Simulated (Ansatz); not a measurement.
L1₂ (Cu3Au-type) Ni3Al was calculated with HSE06 in Ansatz (PAW).

Settings: plane-wave cutoff 460 eV, 8×8×8 k mesh, Fermi–Dirac smearing 0.05 eV, spin-polarised with parallel moments, scalar-relativistic PAW data made under PBE.

The cell has the measured lattice: a = b = c = 3.567 Å, α = β = γ = 90.00°.

Question: Give the computed magnetic moment (largest site, within a sphere).

Answer: 
- magnetic moment (largest site, within a sphere) = 0.58 μB

Note: the run warned that the count of filled bands differs between k points; cell and atoms aren't relaxed at this level (pressure -3.5 GPa).

Moments are spin moments.

Ansatz is an electronic-structure program.
